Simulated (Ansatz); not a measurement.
**Response to strain in Ge**

The parent structure is Ge (space group P6_3/mmc, No. 194; a = 4.005 Å, c = 13.141 Å; a cell from a computed database, its experimental status unchecked). Axes: x lies along a and z along c of the hexagonal cell.

Strains are applied to the cell and any free atomic positions relax; under biaxial strain the out-of-plane vector relaxes too.

Level of theory: DFT with PBEsol, PAW potentials and a 420 eV plane-wave cutoff in Ansatz (a quantum-chemistry and plane-wave program), spin-orbit coupling left out, earlier PAW set.

Notes on the quantities. pressure: mean of the normal stresses, compression positive; energy relative to the base: free energy F.

```json
[
 {"change": "base", "space group": "P6_3/mmc (No. 194)", "pressure": "0.0 GPa", "volume per atom": "22.82 Å³", "energy relative to the base": "0 meV/atom"},
 {"change": "biaxial strain +1.99 %, plane normal [001], relaxed out of plane", "space group": "P6_3/mmc (No. 194)", "pressure": "-2.0 GPa", "volume per atom": "23.57 Å³", "energy relative to the base": "–"},
 {"change": "biaxial strain +4.69 %, plane normal [001], relaxed out of plane", "space group": "P6_3/mmc (No. 194)", "pressure": "-4.2 GPa", "volume per atom": "24.65 Å³", "energy relative to the base": "–"},
 {"change": "uniaxial strain ε_xx = −2.23 %", "space group": "Cmcm (No. 63)", "pressure": "1.6 GPa", "volume per atom": "22.31 Å³", "energy relative to the base": "+5.0 meV/atom"},
 {"change": "uniaxial strain ε_xx = +3.73 %", "space group": "Cmcm (No. 63)", "pressure": "-2.2 GPa", "volume per atom": "23.67 Å³", "energy relative to the base": "+12 meV/atom"},
 {"change": "uniaxial strain ε_yy = −3.89 %", "space group": "Cmcm (No. 63)", "pressure": "2.9 GPa", "volume per atom": "21.93 Å³", "energy relative to the base": "+15 meV/atom"},
 {"change": "uniaxial strain ε_yy = +2.28 %", "space group": "Cmcm (No. 63)", "pressure": "-1.4 GPa", "volume per atom": "23.34 Å³", "energy relative to the base": "+4.8 meV/atom"},
 {"change": "uniaxial strain ε_zz = −0.64 %", "space group": "P6_3/mmc (No. 194)", "pressure": "0.4 GPa", "volume per atom": "22.67 Å³", "energy relative to the base": "+0.4 meV/atom"},
 {"change": "tensor shear ε_xz = −0.32 %", "space group": "C2/c (No. 15)", "pressure": "0.0 GPa", "volume per atom": "22.82 Å³", "energy relative to the base": "+0.1 meV/atom"}
]
```

The mesh was chosen for an insulator and is coarse for the gapless case. Whether these cells are dynamically stable was not tested. This is not the structure that Ge has at room temperature and ambient pressure.
